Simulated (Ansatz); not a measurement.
The reference is Os in the fcc (Cu type) structure (space group Fm-3m, No. 225; relaxed with 0.1 eV smearing).

```xyz
1
Lattice="0.0000 1.9106 1.9106 1.9106 0.0000 1.9106 1.9106 1.9106 0.0000" Properties=species:S:1:pos:R:3 pbc="T T T"
Os     0.0000     0.0000     0.0000
```

Cartesian axes are those of the cell as printed.

Computed with PBEsol in Ansatz (plane waves to 420 eV, PAW, scalar-relativistic without spin-orbit coupling).

Now apply this change: a pure shear with ε_yz = ε_zy = -0.0180; the atoms relax in the strained cell.

**Question.** Predict the stress tensor and what it implies for the stiffness.

**Answer.** Stress of the strained cell less that of the base (GPa, compression positive):
```
    0.1     0.0     0.0
    0.0     1.0    12.3
    0.0    12.3     1.0
```

Then −Δσ/γ with γ = 2ε = -0.0360 gives secant stiffness values (nonlinear terms included at this strain): C44 ≈ 342 GPa.

As a check, the harmonic strain energy −½ V₀ Δσ:ε is 19 meV/atom; the computed energy rise is 19 meV/atom.

Whether these cells are dynamically stable was not tested. All final runs are without spin polarisation. This is not the structure that Os has at room temperature and ambient pressure.

Ansatz is an electronic-structure program.
